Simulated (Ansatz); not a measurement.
Amorphous Si24O49Ba, 74 atoms at 2.35 g/cm³, one PBE-relaxed geometry, zone centre. Methods: PBE, scalar-relativistic without spin-orbit coupling (Ansatz, an electronic-structure program); r2SCAN, scalar-relativistic without spin-orbit coupling (Ansatz); HSE06, scalar-relativistic without spin-orbit coupling (Ansatz). Plane waves to 420 eV (r2SCAN 500 eV); exact exchange is cut at the cell's faces. At PBE the levels at the filled edge of the gap are localised (band-tail or defect states), and the nearest spread-out levels lie 4.9 eV apart at the zone centre. All rungs ran without spin polarisation.

Preparation: random packing, a CHGNet melt and quench, and a DFT relaxation. O atoms were pushed apart under 1.9 Å during the dynamics, to hinder bonds among them. The hot cell started wider than the set density and was brought back towards it in steps. It is the lowest in DFT energy of 2 quenches. It is a model cell: composition and starting density were chosen by hand, and all elements were melted together. No dispersion term was used. Its density started from a set value of 2.35 and ended at 2.35 g/cm³. The quench (nominally 480 K/ps over its main leg) was far faster than any real one, so the model tends to hold more defects than a real film. Values belong to this one cell and scatter from quench to quench. The volume was held where the preparation left it, at a PBE pressure of -1.0 GPa (tension). Stress components on the final sampling reach 3.5 GPa.

The relaxation ran on the zone centre alone. At PBE the level gap is 3.71 eV on a 2×2×2 Γ-centred mesh, and the spacing at the zone centre alone 3.71 eV.

What zone-centre spacing does r2SCAN give, roughly?

4.37 eV (+0.66 eV against PBE).

What zone-centre spacing does HSE06 give, roughly?

5.43 eV (+1.72 eV against PBE).

The highest filled and the lowest empty state spread over these numbers of atoms (participation numbers): PBE: 1.8 and 31.2; r2SCAN: 1.7 and 34.8; HSE06: 1.7 and 36.7.
